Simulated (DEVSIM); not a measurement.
Device: Schottky contact on n-type Si, at 300 K.

Layer 1 from the left is Si, thickness (μm) 0.300, Nd (cm⁻³) 1.2e16, τn (s) 7e-5, τp (s) 7e-5.

Left contact: Schottky, work function 4.69 eV, emission velocity 2.1e6 cm/s. Right contact: ohmic. Voltage is applied to the left contact. Recombination: SRH at mid-gap. Gap narrowing is on: ΔEg = 6.92 meV × (l + √(l² + 0.5)), l = ln(N/1.3e17 cm⁻³), shared equally by both band edges. Mobility is μmin + (μ − μmin)/(1 + (N/Nref)^α).

This is a model device: material constants are rounded textbook-type values typed into the input, and sizes, dopings and lifetimes were drawn at random. Values at 300 K.

Si: gap (eV) 1.124, affinity (eV) 4.05, permittivity 11.7, Nc (cm⁻³) 2.86e19, Nv (cm⁻³) 3.1e19, μn (cm²/Vs) 1417, μp (cm²/Vs) 470, μn,min 52, μp,min 45, Nref,n 9.7e16, Nref,p 2.2e17, αn 0.68, αp 0.72.

Simulated with DEVSIM: 1D drift-diffusion, Boltzmann statistics, complete ionisation; no tunnelling, impact ionisation, image-force lowering or self-heating. Metal contacts follow the ideal Schottky-Mott rule: no Fermi-level pinning, no interface dipoles.

Question: What does the simulation give for the dark forward voltage at 100 A/cm², the potential step across the device at zero bias, the dark forward voltage at 1 A/cm²?

Answer: dark forward voltage at 100 A/cm² 0.348 V; potential step across the device at zero bias 0.439 V; dark forward voltage at 1 A/cm² 0.226 V.
